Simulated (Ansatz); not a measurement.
Here is the system:

```xyz
2
Lattice="0.0093 3.5626 3.6650 3.6897 -0.0118 3.6861 3.6746 3.5686 0.0033" Properties=species:S:1:pos:R:3 pbc="T T T"
Te     5.5267     5.3450     5.5146
Pb     0.0035    -0.0054     0.0011
```

No spin polarisation.

Level of theory: r2SCAN (Ansatz, a program for electronic structure; PAW; 500 eV plane waves; scalar-relativistic without spin-orbit coupling). k-mesh 8×8×8 (Γ-centred); smearing 0.05 eV (Fermi–Dirac).

### Question
Predict the band gap and gap character.

### Answer
* **Band gap**: 0.64 eV
* **Gap character**: indirect, k = (1/4, -1/2, -1/4) in the run's primitive reciprocal basis → V

Spin-orbit coupling, missing from the scalar runs, can matter with Pb and Te. The cells carry an imposed strain or load. No phonon test of stability was made. The cell was made from PbTe in the zinc blende structure (space group F-43m, No. 216; a hypothetical phase, not in the database extracts checked) by this change: strain tensor (xx, yy, zz, yz, xz, xy) = (+0.97, −1.94, +0.87, −0.25, +0.34, −0.08) %.
